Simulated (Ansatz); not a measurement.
Structures of equal composition on the (100) surface of rock-salt TiC: Mo on all Ti sites of the second plane; Mo on all Ti sites of the top plane. The slabs share one bottom face, and each structure is named by its start. These are constructed structures in small cells; real faces may alloy, dewet or reconstruct in larger ones, and not all known structures of the face are among them. Slabs of about 13 Å, Fermi-Dirac smearing of 0.1 eV. Bottom of the slabs: a bare face, its two planes held. Relaxed from the named starts with such symmetry as they have, on meshes of like density; energies extrapolated to zero smearing; spin only where a row says so; no spin-orbit coupling, no U. Brackets mark spin-polarised runs, whose order is one that fits the cell.

Calculation: PBE (plane waves to 420 eV, PAW; Ansatz, a first-principles code).

Question: Order them by energy per 1x1 cell (lowest first) at the level PBE.

Answer: Mo on all Ti sites of the top plane (0.000 eV), Mo on all Ti sites of the second plane (0.338 eV)
